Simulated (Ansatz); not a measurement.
The reference is ZnGeP$_{2}$ in the chalcopyrite structure (space group I-42d, No. 122; a = 5.424 Å, c = 10.709 Å). Axes: x, y, z lie along a, b, c of the conventional cell.

Method: PBEsol (Ansatz, an electronic-structure program), no spin-orbit coupling.

Base values:

| Item | Value |
|---|---|
| Band gap | 1.07 eV |
| Hole mass | 0.096 mₑ along c, 0.33 mₑ across (at Γ) |
| Gap character | indirect, Γ → M–S (33 % along) |

It is then changed as follows: uniaxial stress, 5 GPa compression along z, with the cell and atoms free to relax against it.

**Question.** Estimate the effect on the band gap, hole mass and gap character.

**Answer.** The band gap shrinks by 0.574 eV to 0.49 eV; the hole mass becomes 0.10 mₑ along z, 0.31 mₑ across (at Γ) (base: 0.096 mₑ along c, 0.33 mₑ across (at Γ)); the gap character becomes indirect, Γ → Γ–M (40 % along) (base: indirect, Γ → M–S (33 % along)).

Load acts through the strain it causes; cell and atoms are relaxed under it. Masses are band curvatures over ±0.01 Å⁻¹ around the edge. Stability under load was not tested beyond the relaxation.
